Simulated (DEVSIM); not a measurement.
Structure: illuminated Si n-on-p cell, one wavelength, with a back-surface field, at 300 K.

| layer (left to right) | material | thickness (μm) | Nd (cm⁻³) | Na (cm⁻³) | τn (s) | τp (s) | absorption coefficient (cm⁻¹) |
|---|---|---|---|---|---|---|---|
| 1 | Si | 0.420 | 6.8e18 | - | 2.1e-5 | 0.00035 | 900 |
| 2 | Si | 140 | - | 8.4e16 | 0.00093 | 0.00093 | 900 |
| 3 | Si | 0.330 | - | 2.2e18 | 0.00093 | 0.00093 | 900 |

Left contact: ohmic, minority hole recombination velocity 200 cm/s. Right contact: ohmic, minority electron recombination velocity 1e5 cm/s. Voltage is applied to the left contact. Recombination: SRH at mid-gap, radiative, Auger. Light enters at the left, 4.3e17 photons cm⁻² s⁻¹, one pass, no reflection. Mobility is μmin + (μ − μmin)/(1 + (N/Nref)^α).

Constants are typed, rounded textbook-type inputs, not results; the design itself was drawn at random and stands for no fabricated device. Values at 300 K.

```csv
parameter,Si
gap (eV),1.124
affinity (eV),4.05
permittivity,11.7
Nc (cm⁻³),2.86e19
Nv (cm⁻³),3.1e19
μn (cm²/Vs),1417
μp (cm²/Vs),470
"μn,min",52
"μp,min",45
"Nref,n",9.7e16
"Nref,p",2.2e17
αn,0.68
αp,0.72
B (cm³/s),4.7e-15
Cn (cm⁶/s),2.8e-31
Cp (cm⁶/s),9.9e-32
```

DEVSIM, 1D drift-diffusion, Boltzmann statistics, complete ionisation; no tunnelling, impact ionisation, image-force lowering or self-heating.

Question: Tabulate band edges, carrier densities and field at zero bias, in the dark.

Answer: Energies count from the Fermi level of the right contact; mesh points crowd at the junctions.

```json
[
 {"x (μm)": "0.000", "Ec (eV)": "0.037", "Ev (eV)": "-1.087", "n (cm⁻³)": "6.8e18", "p (cm⁻³)": "< 1e2", "field (V/cm)": "≈ 0"},
 {"x (μm)": "0.04486", "Ec (eV)": "0.037", "Ev (eV)": "-1.087", "n (cm⁻³)": "6.8e18", "p (cm⁻³)": "< 1e2", "field (V/cm)": "≈ 0"},
 {"x (μm)": "0.1636", "Ec (eV)": "0.037", "Ev (eV)": "-1.087", "n (cm⁻³)": "6.8e18", "p (cm⁻³)": "< 1e2", "field (V/cm)": "≈ 0"},
 {"x (μm)": "0.3360", "Ec (eV)": "0.037", "Ev (eV)": "-1.087", "n (cm⁻³)": "6.8e18", "p (cm⁻³)": "< 1e2", "field (V/cm)": "≈ 0"},
 {"x (μm)": "0.4168", "Ec (eV)": "0.043", "Ev (eV)": "-1.081", "n (cm⁻³)": "5.4e18", "p (cm⁻³)": "< 1e2", "field (V/cm)": "39000"},
 {"x (μm)": "0.4574", "Ec (eV)": "0.550", "Ev (eV)": "-0.574", "n (cm⁻³)": "1.7e10", "p (cm⁻³)": "7.0e9", "field (V/cm)": "100000"},
 {"x (μm)": "0.5807", "Ec (eV)": "0.971", "Ev (eV)": "-0.153", "n (cm⁻³)": "1400", "p (cm⁻³)": "8.2e16", "field (V/cm)": "510"},
 {"x (μm)": "1.232", "Ec (eV)": "0.971", "Ev (eV)": "-0.153", "n (cm⁻³)": "1400", "p (cm⁻³)": "8.4e16", "field (V/cm)": "≈ 0"},
 {"x (μm)": "2.912", "Ec (eV)": "0.971", "Ev (eV)": "-0.153", "n (cm⁻³)": "1400", "p (cm⁻³)": "8.4e16", "field (V/cm)": "≈ 0"},
 {"x (μm)": "7.969", "Ec (eV)": "0.971", "Ev (eV)": "-0.153", "n (cm⁻³)": "1400", "p (cm⁻³)": "8.4e16", "field (V/cm)": "≈ 0"},
 {"x (μm)": "23.19", "Ec (eV)": "0.971", "Ev (eV)": "-0.153", "n (cm⁻³)": "1400", "p (cm⁻³)": "8.4e16", "field (V/cm)": "≈ 0"},
 {"x (μm)": "91.94", "Ec (eV)": "0.971", "Ev (eV)": "-0.153", "n (cm⁻³)": "1400", "p (cm⁻³)": "8.4e16", "field (V/cm)": "≈ 0"},
 {"x (μm)": "124.3", "Ec (eV)": "0.971", "Ev (eV)": "-0.153", "n (cm⁻³)": "1400", "p (cm⁻³)": "8.4e16", "field (V/cm)": "≈ 0"},
 {"x (μm)": "135.1", "Ec (eV)": "0.971", "Ev (eV)": "-0.153", "n (cm⁻³)": "1400", "p (cm⁻³)": "8.4e16", "field (V/cm)": "≈ 0"},
 {"x (μm)": "139.2", "Ec (eV)": "0.971", "Ev (eV)": "-0.153", "n (cm⁻³)": "1400", "p (cm⁻³)": "8.4e16", "field (V/cm)": "≈ 0"},
 {"x (μm)": "140.1", "Ec (eV)": "0.971", "Ev (eV)": "-0.153", "n (cm⁻³)": "1400", "p (cm⁻³)": "8.4e16", "field (V/cm)": "≈ 0"},
 {"x (μm)": "140.3", "Ec (eV)": "0.971", "Ev (eV)": "-0.153", "n (cm⁻³)": "1400", "p (cm⁻³)": "8.4e16", "field (V/cm)": "16"},
 {"x (μm)": "140.4", "Ec (eV)": "0.983", "Ev (eV)": "-0.141", "n (cm⁻³)": "880", "p (cm⁻³)": "1.3e17", "field (V/cm)": "8900"},
 {"x (μm)": "140.4", "Ec (eV)": "1.056", "Ev (eV)": "-0.068", "n (cm⁻³)": "< 1e2", "p (cm⁻³)": "2.2e18", "field (V/cm)": "≈ 0"},
 {"x (μm)": "140.5", "Ec (eV)": "1.056", "Ev (eV)": "-0.068", "n (cm⁻³)": "< 1e2", "p (cm⁻³)": "2.2e18", "field (V/cm)": "≈ 0"},
 {"x (μm)": "140.7", "Ec (eV)": "1.056", "Ev (eV)": "-0.068", "n (cm⁻³)": "< 1e2", "p (cm⁻³)": "2.2e18", "field (V/cm)": "≈ 0"},
 {"x (μm)": "140.8", "Ec (eV)": "1.056", "Ev (eV)": "-0.068", "n (cm⁻³)": "< 1e2", "p (cm⁻³)": "2.2e18", "field (V/cm)": "≈ 0"}
]
```
